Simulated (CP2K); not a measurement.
Worked example: self-consistent single point of NiS (R3m, 6 atoms in the cell) in CP2K.

Level of theory: LDA (Pade form), GPW, DZVP-MOLOPT-SR-GTH basis, GTH-PADE potentials (GTH_POTENTIALS) (CP2K).

The change in words: lattice scaled by 0.98. Reference geometry:
```
CELL_PARAMETERS angstrom
      5.62784     0.00000     0.00000
     -2.52000     5.03211     0.00000
     -2.52001    -4.08032     2.94503
ATOMIC_POSITIONS crystal
  Ni 0.65964 0.39689 0.39689
  Ni 0.39689 0.65964 0.39689
  Ni 0.39689 0.39689 0.65964
  S  0.78349 0.11926 0.11926
  S  0.11926 0.78349 0.11926
  S  0.11926 0.11926 0.78349
```

Reference input (self-consistent single point, DFT LDA (Pade form), GPW, DZVP-MOLOPT-SR-GTH basis, GTH-PADE potentials (GTH_POTENTIALS)): CUTOFF = 600 Ry; REL_CUTOFF = 50 Ry; SMEAR/METHOD = FERMI_DIRAC; ELECTRONIC_TEMPERATURE = 1578.21 K; KPOINTS/SCHEME = MONKHORST-PACK 7 7 7; XC_FUNCTIONAL = PADE; Ni/BASIS_SET = DZVP-MOLOPT-SR-GTH-q18; Ni/POTENTIAL = GTH-PADE-q18; S/BASIS_SET = DZVP-MOLOPT-SR-GTH-q6; S/POTENTIAL = GTH-PADE-q6; METHOD = GPW; EPS_DEFAULT = 1e-10. This run's input differs from it in these lines:

```diff
@@ -62,5 +62,5 @@
     &CELL
-      A 5.62784200 0.00000000 0.00000000
-      B -2.52000500 5.03211400 0.00000000
-      C -2.52000600 -4.08031700 2.94502800
+      A 5.51528500 0.00000000 0.00000000
+      B -2.46960500 4.93147200 0.00000000
+      C -2.46960500 -3.99871000 2.88612800
       PERIODIC XYZ
@@ -68,8 +68,8 @@
     &COORD
-      Ni       1.71201973     0.37775871     1.16885216
-      Ni      -0.42882707     1.69994666     1.16885216
-      Ni      -0.42882733    -0.69434458     1.94265827
-      S        3.80826102     0.11351607     0.35123876
-      S       -1.60374266     3.45597199     0.35123876
-      S       -1.60374332    -2.59673249     2.30739999
+      Ni       1.67777954     0.37020391     1.14547534
+      Ni      -0.42025031     1.66594818     1.14547534
+      Ni      -0.42025031    -0.68045714     1.90380547
+      S        3.73209576     0.11124586     0.34421406
+      S       -1.57166780     3.38685285     0.34421406
+      S       -1.57166780    -2.54479729     2.26125243
     &END COORD
```

Log, with long lists cut:

```
 SCF WAVEFUNCTION OPTIMIZATION

  Step     Update method      Time    Convergence         Total energy    Change
     1 NoMix/Diag. 0.20E+00      -     1.66482917      -539.8100922425 -5.40E+02
     2 Broy./Diag. 0.20E+00      -     0.18551587      -528.1767224459  1.16E+01
     3 Broy./Diag. 0.20E+00      -     0.03739318      -541.9956098343 -1.38E+01
     4 Broy./Diag. 0.20E+00      -     0.02385428      -538.6436628981  3.35E+00
     5 Broy./Diag. 0.20E+00      -     0.00571650      -538.5867691404  5.69E-02
     6 Broy./Diag. 0.20E+00      -     0.00349602      -538.3900688081  1.97E-01
   [... 4 lines left out ...]
    11 Broy./Diag. 0.20E+00      -     0.00008996      -538.4973889940 -1.21E-04
    12 Broy./Diag. 0.20E+00      -     0.00000300      -538.4975528219 -1.64E-04
    13 Broy./Diag. 0.20E+00      -     0.00000432      -538.4975463702  6.45E-06
    14 Broy./Diag. 0.20E+00      -     0.00000072      -538.4975635720 -1.72E-05
  *** SCF run converged in    14 steps ***

  Overlap energy of the core charge distribution:               0.00000000000426
  Self energy of the core charge distribution:               -855.95619675388184
  Core Hamiltonian energy:                                    235.84268138329156
  Hartree energy:                                             138.55601772017965
  Exchange-correlation energy:                                -56.93300915618375
  Electronic entropic energy:                                  -0.00705676791625
  Fermi energy:                                                 0.37028048261345

  Total energy:                                              -538.49756357197475
  Total energy (extrapolated to T->0):                       -538.49403518801660

   [... lines left out ...]

 STRESS| Analytical stress tensor [bar]
 STRESS|                        x                   y                   z
 STRESS|      x       -3.50836859022E+04   8.50503313799E+02   2.63043027446E+03
 STRESS|      y        8.50503313799E+02  -3.42324054615E+04   4.25797327842E+03
 STRESS|      z        2.63043027446E+03   4.25797327842E+03  -2.24323419289E+04
 STRESS| 1/3 Trace                                            -3.05828110975E+04
```

The run converged in 14 iterations. Against the reference run the free energy goes down by 37.9 meV/atom, the pressure goes from -11.26 to -3.06 GPa and the largest force goes from 0.258 to 0.224 eV/Å.

The starting cell comes from a database of computed structures (which also holds hypothetical and non-ambient phases and stackings), without a prior relaxation at this level. Its lattice was rescaled by a random factor within 2.5 % of one. For this run, on top of that: lattice scaled by 0.98. Spin polarisation is off, so a magnetic state, if there is one, cannot be reached. Values carry the incompleteness of an atom-centred basis. With a pressure of about -3 GPa the cell is away from its equilibrium volume at this level.

Cost on one core of a shared machine: roughly 2 min.
